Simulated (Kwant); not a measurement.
Model system: quantum point contact (saddle potential) in a GaAs two-dimensional gas. Effective mass 0.067 mₑ, grid spacing 2.7 nm, hard walls, nominal width 80 nm (29 grid rows, so walls 81 nm apart), one parabolic valley, scattering region 240 nm long along x; energies count from the band bottom; Fermi energy 0.0306 eV. Potential (V0 + ½k y²) cos²(πx/L) for |x| < L/2, with V0 swept from 0.03213 to 0 eV, k = 0.00012 eV/nm², L = 130 nm.

The device is made up for the run: typed textbook-type constants, with dimensions and the other settings drawn at random.

Computed with Kwant: effective-mass tight-binding model on a square grid, one spin, coherent transport at 0 K. Conductance is in e²/h.

Task: Compare with the saddle-point formula G = Σ 1/(1 + exp(−2π(E − V0 − ħωy(n + ½))/ħωx)), taking ħωy = ħ√(k/m) and ħωx from the curvature along x of V0 plus half of the mode's confinement energy.

Result: ħωy = 11.7 meV; at V0 = 26.1 meV the lowest mode has ħωx = 6.21 meV.

```
V0 (meV)  formula  simulation
--------  -------  ----------
30.3       0.0054      0.0052
26.1         0.21        0.22
21.9         0.96        0.96
17.7         1.01        1.01
13.5         1.38        1.42
9.31         1.99        1.99
```

The formula takes a parabolic saddle in the continuum; the run has the full potential on a grid.
